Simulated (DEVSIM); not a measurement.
Structure: Co/SiO2/n-Ge capacitor, at 300 K.

| layer (left to right) | material | thickness (nm) | Nd (cm⁻³) |
|---|---|---|---|
| 1 | SiO2 | 1.00 | - |
| 2 | Ge | 820 | 5.2e17 |

Metal gate on the left, work function 5 eV. Fixed charge at the semiconductor interface -4.4e11 cm⁻² (in units of +e); no interface traps.

This is a model device: material constants are rounded textbook-type values typed into the input, and sizes, dopings and lifetimes were drawn at random. Values at 300 K.

```
parameter      SiO2       Ge
-------------  ----  -------
gap (eV)          9    0.664
affinity (eV)   0.9        4
permittivity    3.9       16
Nc (cm⁻³)         -  1.04e19
Nv (cm⁻³)         -     6e18
```

DEVSIM, 1D Poisson equation in equilibrium, Boltzmann statistics, complete ionisation; no quantum confinement or tunnelling. Metal contacts follow the ideal Schottky-Mott rule: no Fermi-level pinning, no interface dipoles.

Task: Tabulate band edges, carrier densities and field at 0.55 V on the gate.

Result: Energies count from the Fermi level of the right contact; mesh points crowd at the junctions.

| x (μm) | Ec (eV) | Ev (eV) | n (cm⁻³) | p (cm⁻³) | field (V/cm) |
|---|---|---|---|---|---|
| 0.000 | 3.550 | -5.450 | < 1e2 | < 1e2 | -560000 |
| 0.0004713 | 3.524 | -5.476 | < 1e2 | < 1e2 | -560000 |
| 0.0008616 | 3.502 | -5.498 | < 1e2 | < 1e2 | -560000 |
| 0.001582 | 0.384 | -0.280 | 3.6e12 | 1.2e14 | -180000 |
| 0.003635 | 0.348 | -0.316 | 1.5e13 | 3.0e13 | -170000 |
| 0.006584 | 0.301 | -0.363 | 9.2e13 | 4.7e12 | -150000 |
| 0.01142 | 0.234 | -0.430 | 1.2e15 | 3.6e11 | -120000 |
| 0.02505 | 0.118 | -0.546 | 1.1e17 | 4.0e9 | -49000 |
| 0.04315 | 0.081 | -0.583 | 4.6e17 | 9.6e8 | -5000 |
| 0.07678 | 0.077 | -0.587 | 5.2e17 | 8.4e8 | -34 |
| 0.1365 | 0.077 | -0.587 | 5.2e17 | 8.4e8 | ≈ 0 |
| 0.2874 | 0.077 | -0.587 | 5.2e17 | 8.4e8 | ≈ 0 |
| 0.4865 | 0.077 | -0.587 | 5.2e17 | 8.4e8 | ≈ 0 |
| 0.6332 | 0.077 | -0.587 | 5.2e17 | 8.4e8 | ≈ 0 |
| 0.7323 | 0.077 | -0.587 | 5.2e17 | 8.4e8 | ≈ 0 |
| 0.7716 | 0.077 | -0.587 | 5.2e17 | 8.4e8 | ≈ 0 |
| 0.7937 | 0.077 | -0.587 | 5.2e17 | 8.4e8 | ≈ 0 |
| 0.8061 | 0.077 | -0.587 | 5.2e17 | 8.4e8 | ≈ 0 |
| 0.8145 | 0.077 | -0.587 | 5.2e17 | 8.4e8 | ≈ 0 |
| 0.8179 | 0.077 | -0.587 | 5.2e17 | 8.4e8 | ≈ 0 |
| 0.8197 | 0.077 | -0.587 | 5.2e17 | 8.4e8 | ≈ 0 |
| 0.8210 | 0.077 | -0.587 | 5.2e17 | 8.4e8 | ≈ 0 |
